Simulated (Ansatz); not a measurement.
```yaml
crystal:
  lattice:
    - [0.00000, 0.00000, -4.18807]
    - [-2.25129, 3.18381, -2.09404]
    - [2.25129, 3.18381, -2.09404]
  atoms:
    - { symbol: Cd, position: [0.99349, 0.00651, 0.00651] }
    - { symbol: Se, position: [0.75651, 0.74349, 0.74349] }
```

No spin polarisation.

Calculations: plane-wave PAW DFT at the r2SCAN level (Ansatz, a first-principles code, 500 eV), no SOC, earlier PAW set. Γ-centred 9×9×9 mesh, Fermi–Dirac width 0.05 eV.

Q: Predict the valence-band top at Γ, band gap, in-plane stress and space group.

A: The valence-band top at Γ (three highest levels, from the VBM) is 0.00, -0.32, -0.32 eV and the band gap is 0.70 eV. The mean in-plane stress (compression positive) is -3.0 GPa and the space group is Imm2 (No. 44).

A biaxial case was relaxed in a doubled cell and then solved in the primitive one. The cells carry an imposed strain or load. No phonon test of stability was made. The cell was made from CdSe in the zinc blende structure (space group F-43m, No. 216) by this change: biaxial strain +3.82 %, plane normal [110], relaxed out of plane.
